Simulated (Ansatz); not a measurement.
Start from WSe2 in the 2H-MoS2 type structure (space group P6_3/mmc, No. 194; a = 3.231 Å, c = 12.411 Å; layered, stacked along the Cartesian z axis). Axes: x lies along a and z along c of the hexagonal cell.

It is then changed as follows: biaxial strain +1.02 %, plane normal [001], relaxed out of plane (Cartesian); in-plane vectors clamped, the third vector and the atoms free.

Levels (all Ansatz, a first-principles code, PAW): PBEsol-D3(BJ) (420 eV, no spin-orbit coupling); PBEsol+SOC (420 eV, with spin-orbit coupling).

The geometry is relaxed with PBEsol-D3(BJ).

| Quantity | Result |
|---|---|
| PBEsol-D3(BJ) valence-band top at Γ | 0.00, -0.73, -1.39 eV |
| PBEsol-D3(BJ) band gap | 0.67 eV |
| PBEsol-D3(BJ) gap character | indirect, Γ → K–Γ (47 % along) |

With PBEsol+SOC at the same geometry, the valence-band top at Γ (three highest Kramers pairs, from the VBM) goes from 0.00, -0.73, -1.39 eV to 0.00, -0.81, -1.32 eV; the band gap shrinks by 0.07 eV, from 0.67 eV to 0.60 eV; the gap character is still indirect, Γ → K–Γ (47 % along).

Single points use the geometry relaxed with PBEsol-D3(BJ). Differences between runs with and without spin-orbit coupling are approximate. With W present, leaving out spin-orbit coupling can change the band edges. Stability against distortions was not tested.
